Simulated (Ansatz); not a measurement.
L1₂ (Cu3Au-type) Ni3Fe was calculated with PBEsol in Ansatz (plane waves, PAW).

Run with plane-wave cutoff 520 eV, 16×16×16 k mesh, Fermi–Dirac smearing 0.05 eV, spin-polarised with parallel moments, scalar-relativistic PAW data made under PBE.

A third-order Birch–Murnaghan fit to the energies gives V0 = 10.615 Å³/atom, B0 = 224 GPa, B′ = 4.8.

```json
[
 {"V (Å³/atom)": "9.978", "P (GPa)": "___"},
 {"V (Å³/atom)": "10.190", "P (GPa)": "___"},
 {"V (Å³/atom)": "10.402", "P (GPa)": "4.76"},
 {"V (Å³/atom)": "10.614", "P (GPa)": "0.02"},
 {"V (Å³/atom)": "10.827", "P (GPa)": "-4.21"},
 {"V (Å³/atom)": "11.039", "P (GPa)": "___"},
 {"V (Å³/atom)": "11.251", "P (GPa)": "-11.35"}
]
```

Task: Estimate the withheld pressures from this fit; the answers are the runs' own values.

Result: 
- 9.978, P (GPa): 16.09
- 10.190, P (GPa): 10.09
- 11.039, P (GPa): -7.98

The formula P = (3/2) B0 (x^(7/3) − x^(5/3)) [1 + (3/4)(B′ − 4)(x^(2/3) − 1)] with x = V0/V meets the computed pressures within 0.02 GPa when these rounded values are put in.

Computed values are for the static lattice.

Computing time: roughly 13 core-minutes.

Ansatz is a quantum-chemistry and plane-wave program.
